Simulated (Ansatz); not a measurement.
MgO (Fm-3m), PBEsol, rigid bands (Ansatz, a quantum-chemistry and plane-wave program): N_v = 3.07e20 cm⁻³ at 300 K and a hole conductivity mass of 2.30 mₑ.

For 1e17 holes per cm³ at 300 K, place the Fermi level, estimate the Seebeck coefficient of a parabolic band with constant τ, and give mobility and conductivity for τ = 5 fs.

The level lies k_BT ln(N_v/p) = 0.208 eV above the valence-band maximum. S ≈ +(k_B/e)[ln(N_v/p) + 5/2] = 907 μV/K, against 905 μV/K from the full bands (mean over directions). μ = eτ/m = 3.82 cm²/(V·s) and σ = peμ = 0.0613 S/cm. τ is assumed, not computed.

Band transport and this doping are assumed; polarons and phonon drag are left out. Spin-orbit coupling is left out.
